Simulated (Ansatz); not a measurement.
Base system: SiO2 in the rutile structure (space group P4_2/mnm, No. 136; a = 4.236 Å, c = 2.690 Å).

(Cell as relaxed with PBE.)

Levels (all Ansatz, a quantum-chemistry and plane-wave program, PAW): PBE (420 eV, scalar-relativistic without spin-orbit coupling); r2SCAN (500 eV, no spin-orbit coupling).

Each level relaxes its own structure.

```json
[
 {"base": "volume per atom", "PBE": "8.05 Å³", "r2SCAN": "7.79 Å³"},
 {"base": "lattice parameter a", "PBE": "4.236 Å", "r2SCAN": "4.185 Å"},
 {"base": "band gap", "PBE": "5.04 eV", "r2SCAN": "6.51 eV"}
]
```

Modification: a hydrostatic pressure of 4.5 GPa.

```tsv
quantity	PBE	r2SCAN
valence-band top at Γ (three highest levels, from the VBM)	0.00, -0.87, -0.87 eV	(withheld)
hole mass	1.8 mₑ along c, 1.1 mₑ across (at Γ)	(withheld)
shift of the gap caused by the change	+0.24 eV	(withheld)
electron mass	0.37 mₑ along c, 0.47 mₑ across (at Γ)	(withheld)
c/a ratio	0.638	(withheld)
```

Predict the r2SCAN column.


- valence-band top at Γ (three highest levels, from the VBM), r2SCAN: 0.00, -0.89, -0.89 eV
- hole mass, r2SCAN: 1.7 mₑ along c, 1.1 mₑ across (at Γ)
- shift of the gap caused by the change, r2SCAN: +0.23 eV
- electron mass, r2SCAN: 0.38 mₑ along c, 0.49 mₑ across (at Γ)
- c/a ratio, r2SCAN: 0.640

The two differ in detail. Neither level is exact; r2SCAN is the comparison here, not a measurement.

Load acts through the strain it causes; cell and atoms are relaxed under it. Effective masses come from finite differences of ±0.01 Å⁻¹. No phonon test of stability was made.
